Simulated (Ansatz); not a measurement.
## AlB2-type HfB₂

All values below come from PBEsol (PAW; Ansatz, an electronic-structure program).

Settings: plane-wave cutoff 520 eV, 24×24×18 k mesh (along the axes of the cell as run), Fermi–Dirac smearing 0.089 eV (set by the program), scalar-relativistic PAW data made under PBE.

Cell (relaxed at this level):

```
CELL_PARAMETERS angstrom
      3.12773     0.00000     0.00000
     -1.56387     2.70870     0.00000
      0.00000     0.00000     3.44585
ATOMIC_POSITIONS crystal
  Hf 0.00000 0.00000 0.00000
  B  0.66667 0.33333 0.50000
  B  0.33333 0.66667 0.50000
```

| Quantity | Result |
|---|---|
| elastic constant C11 | 622 GPa |
| elastic constant C12 | 66.1 GPa |
| elastic constant C13 | 129 GPa |
| elastic constant C33 | 469 GPa |
| elastic constant C44 | 276 GPa |
| elastic constant C66 | 278 GPa |
| Voigt–Reuss–Hill bulk modulus | 261 GPa |
| Voigt–Reuss–Hill shear modulus (Hill average) | 255 GPa |
| Young modulus | 577 GPa |
| Poisson ratio | 0.132 |

Elastic constants are with the ions relaxed.

Spin–orbit coupling is not included.
